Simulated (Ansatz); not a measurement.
# Effort and miss along a sweep of basis.ecutwfc: SbP (F-43m, 2 atoms in the cell)

```
CELL_PARAMETERS angstrom
      0.00000     3.00631     3.00631
      3.00631     0.00000     3.00631
      3.00631     3.00631     0.00000
ATOMIC_POSITIONS crystal
  P  0.25000 0.25000 0.25000
  Sb 0.00000 0.00000 0.00000
```

Method of the run: revPBE, default PAW files made with PBE (plane waves; Ansatz, a first-principles code).

Base settings: basis.ecutwfc = 420 eV; kpoints.mp_grid.grid = 7 7 7; hamiltonian.xc = revpbe; hamiltonian.pseudopotentials = {kind: paw} (the program's default PAW files); scf.occupations.method = methfessel_paxton; scf.occupations.width = 0.1 eV.

Misses are taken against the tightest run, 840 eV, which need not be fully converged itself. The energy is the free energy per atom.

The count of work is k-points × plane waves × bands × iterations; it is no time, and leaves out set-up, grids and terms that scale otherwise. 

Ansatz's pressure holds its estimate of the finite-basis (Pulay) stress, which hides part of the cutoff error; the uncorrected pressure shows it.

The starting cell was generated: these elements placed on a structure prototype, without a prior relaxation; it need not be a known phase or ordering of this composition. In the base run, with a pressure of about 9 GPa the cell is away from its equilibrium volume at this level. Ansatz's pressure includes its estimate of the finite-basis (Pulay) stress. The run gives no clean gap (levels at the Fermi energy touch, overlap or are partly filled at this smearing), which alone does not show that the compound is a metal.

The runs (basis.ecutwfc): 170 eV | 210 eV | 250 eV | 295 eV | 335 eV | 380 eV | 420 eV | 485 eV | 545 eV | 630 eV | 735 eV | 840 eV.

Q: Which is the coarsest setting among those run that, with all tighter ones, holds the energy within 2 meV/atom of the reference, and what does it save?

A: 420 eV, off by 1.1 meV/atom; it needs 0.36 of the reference's count of work.

Q: Which is the coarsest setting among those run that, with all tighter ones, holds the energy within 1 meV/atom of the reference, and what does it save?

A: 485 eV, off by 0.32 meV/atom; its saving against the reference is no more than about a factor of 2 in the count of work.

Q: What does the step from 170 eV to 335 eV buy?

A: It takes the miss in the energy from 19000 to 13 meV/atom, for 2.3 times the count of work.

```tsv
basis.ecutwfc	energy less reference (meV/atom)	pressure less reference (GPa)	uncorrected pressure less reference (GPa)	count of work / reference
170 eV	18517.38	0.00	-497.22	0.11
210 eV	3620.25	1.97	-124.07	0.13
250 eV	654.89	-0.27	-27.67	0.18
295 eV	89.44	0.08	-4.76	0.20
335 eV	12.59	0.05	-0.76	0.25
380 eV	2.20	0.01	-0.06	0.32
420 eV	1.12	0.01	-0.02	0.36
485 eV	0.32	0.00	-0.01	0.46
545 eV	0.11	0.00	0.00	0.49
630 eV	0.06	0.00	0.00	0.64
735 eV	0.03	0.00	0.00	0.82
840 eV	0.00	0.00	0.00	1.0
```

Keys are those of Ansatz 0.2.
